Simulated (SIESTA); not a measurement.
A self-consistent single point of TaSb2 (Cm, 6 atoms in the cell) with SIESTA.

Computed with GGA PBEsol, numerical atomic orbitals TZP, PseudoDojo PBEsol standard norm-conserving potentials (rewritten from UPF to PSML) run with SIESTA 5.4.2.

The change in words: lattice scaled by 0.98; kgrid.MonkhorstPack: 5 5 2 → 6 6 3; ElectronicTemperature: 0.1 eV → 0.05 eV. Reference geometry:
```
CELL_PARAMETERS angstrom
      5.15308    -1.85443     0.00000
      5.15308     1.85443     0.00000
     -4.25842     0.00000     7.22092
ATOMIC_POSITIONS crystal
  Ta 0.85172 0.85172 0.81793
  Ta 0.15114 0.15114 0.18899
  Sb 0.14828 0.14828 0.53530
  Sb 0.85172 0.85172 0.46470
  Sb 0.40462 0.40462 0.11031
  Sb 0.59538 0.59538 0.88969
```

Reference input (self-consistent single point, DFT, GGA PBEsol, numerical atomic orbitals TZP, PseudoDojo PBEsol standard norm-conserving potentials (rewritten from UPF to PSML)): XC.functional = GGA; XC.authors = PBEsol; potentials = PseudoDojo PBEsol standard; PAO.BasisSize = TZP; PAO.EnergyShift = 0.005 Ry; MeshCutoff = 400 Ry; kgrid.MonkhorstPack = 5 5 2; OccupationFunction = MP; OccupationMPOrder = 0; ElectronicTemperature = 0.1 eV; MaxSCFIterations = 150; SCF.Mixer.Method = Broyden. This run's input differs from it in these lines:

```diff
@@ -10,7 +10,7 @@
 %endblock ChemicalSpeciesLabel
-LatticeConstant              5.476601 Ang
+LatticeConstant              5.367069 Ang
 %block LatticeVectors
-     0.940927228   -0.338609112    0.000000000
-     0.940927228    0.338609112    0.000000000
-    -0.777567144    0.000000000    1.318504671
+     0.940927162   -0.338609025    0.000000000
+     0.940927162    0.338609025    0.000000000
+    -0.777567048    0.000000000    1.318504756
 %endblock LatticeVectors
@@ -18,8 +18,8 @@
 %block AtomicCoordinatesAndAtomicSpecies
-    10.005849286    0.000000000   11.161174611  1
-     1.422726023    0.000000000    2.578876034  1
-    -1.419820417   -0.000000000    7.304472939  2
-    12.848394579   -0.000000000    6.341095787  2
-     6.992617877   -0.000000000    1.505242686  2
-     4.435956285    0.000000000   12.140326040  2
+     9.805731978   -0.000000000   10.937951861  1
+     1.394271486   -0.000000000    2.527298684  1
+    -1.391423693    0.000000000    7.158383966  2
+    12.591426032   -0.000000000    6.214274293  2
+     6.852765104   -0.000000000    1.475137933  2
+     4.347237235   -0.000000000   11.897520327  2
 %endblock AtomicCoordinatesAndAtomicSpecies
@@ -32,5 +32,5 @@
 %block kgrid.MonkhorstPack
-    5   0   0  0.0
-    0   5   0  0.0
-    0   0   2  0.0
+    6   0   0  0.0
+    0   6   0  0.0
+    0   0   3  0.0
 %endblock kgrid.MonkhorstPack
@@ -38,3 +38,3 @@
 OccupationMPOrder            0
-ElectronicTemperature        0.1 eV
+ElectronicTemperature        0.05 eV
```

Log, with long lists cut:

```
        iscf     Eharris(eV)        E_KS(eV)     FreeEng(eV)     dDmax    Ef(eV) dHmax(eV)
   scf:    1   -13389.881986   -13414.630378   -13414.631434  1.679295 -3.338158  9.337659
   scf:    2   -13419.297816   -13417.249592   -13417.250606  0.061697 -3.547439  5.978950
   scf:    3   -13419.282743   -13418.663672   -13418.664704  0.099245 -3.822382  1.824853
   scf:    4   -13419.032072   -13418.881776   -13418.882805  0.069129 -3.902517  1.065386
   scf:    5   -13418.465231   -13418.785109   -13418.786133  0.081997 -4.104304  1.737861
   [... 6 lines left out ...]
   scf:   12   -13418.971346   -13418.971345   -13418.972346  0.000140 -4.004418  0.002310
   scf:   13   -13418.971346   -13418.971346   -13418.972347  0.000056 -4.004364  0.001878
   scf:   14   -13418.971346   -13418.971346   -13418.972347  0.000042 -4.004314  0.001322
   scf:   15   -13418.971346   -13418.971346   -13418.972347  0.000036 -4.004279  0.000895
SCF Convergence by DM+H criterion
max |DM_out - DM_in|         :     0.0000361182
max |H_out - H_in|      (eV) :     0.0008951515
SCF cycle converged after 15 iterations

Using DM_out to compute the final energy and forces

siesta: E_KS(eV) =           -13418.9713

siesta: E_KS - E_eggbox =    -13418.9713

siesta: Atomic forces (eV/Ang):
     1    0.051413    0.000000   -0.849377
     2   -0.002034   -0.000000    0.135747
     3   -0.021528   -0.000000    0.263987
     4    0.069368   -0.000000    0.134553
     5   -0.370291   -0.000000    0.658565
     6    0.273522    0.000000   -0.343195
   Tot    0.000450   -0.000000    0.000280
   Max    0.849377
   Res    0.298050    sqrt( Sum f_i^2 / 3N )
   Max    0.849377    constrained

   [... lines left out ...]
siesta: FreeEng =    -13418.972347
siesta: Cell volume =        129.890613 Ang**3
siesta:          44.69966265         64.89370086  kBar
   [... lines left out ...]

              2.000   0.181   0.173   0.147   0.185   0.162

mulliken: Qtot =       86.000

Mulliken Atomic Populations:
Atom #   charge [q] valence [e]  Species
     1     1.157307   11.842693  Ta
     2     1.162471   11.837529  Ta
     3    -0.361717   15.361717  Sb
     4    -0.365817   15.365817  Sb
     5    -0.800986   15.800986  Sb
     6    -0.791258   15.791258  Sb
 Total    -0.000000
```

The run converged in 15 iterations. Against the reference run the free energy stays essentially unchanged (within 1 meV/atom), the pressure goes from -3.15 to 4.47 GPa and the largest force goes from 0.733 to 0.851 eV/Å.

The starting cell comes from a database of computed structures (which also holds hypothetical and non-ambient phases and stackings), without a prior relaxation at this level. Its lattice was rescaled by up to half a per cent. One atom was moved a little off its site on purpose. For this run, on top of that: lattice scaled by 0.98. Spin polarisation is off. Values carry the incompleteness of an atom-centred basis. With a pressure of about 4 GPa the cell is away from its equilibrium volume at this level.

Cost on one core of a shared machine: roughly 2 min.
